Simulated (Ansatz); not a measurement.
## PBE against r2SCAN: hypothetical zinc blende VSb, pressure 4.2 GPa

Start from VSb in the zinc blende structure (space group F-43m, No. 216; a = 6.1787 Å; ferromagnetic; a hypothetical phase, not in the database extracts checked).

(Cell as relaxed with PBE.)

Levels (all Ansatz, a quantum-chemistry and plane-wave program, PAW): PBE (420 eV, scalar-relativistic without spin-orbit coupling); r2SCAN (500 eV, without spin-orbit coupling).

Each level relaxes its own structure.

```tsv
base	PBE	r2SCAN
volume per atom	29.49 Å³	29.91 Å³
lattice parameter a	6.179 Å	6.208 Å
band gap	zero	zero
largest site moment	1.97 μB	2.12 μB
```

It is then changed as follows: cell and atoms relaxed at a pressure of 4.2 GPa.

```tsv
quantity	PBE	r2SCAN
shortest interatomic distance	2.614 Å	2.622 Å
largest site moment	1.90 μB	2.05 μB
```

PBE's shortest interatomic distance lies 0.008 Å below r2SCAN's (0.3 %); PBE's largest site moment lies 0.15 μB below r2SCAN's. Neither level is exact; r2SCAN is the comparison here, not a measurement.

Other magnetic orders, which the real material may have, were not ruled out. Spin-orbit coupling, missing from the scalar runs, can matter with Sb. Load acts through the strain it causes; cell and atoms are relaxed under it. Stability against distortions was not tested. Gaps under 0.05 eV, about the width of the smearing, are given as zero.
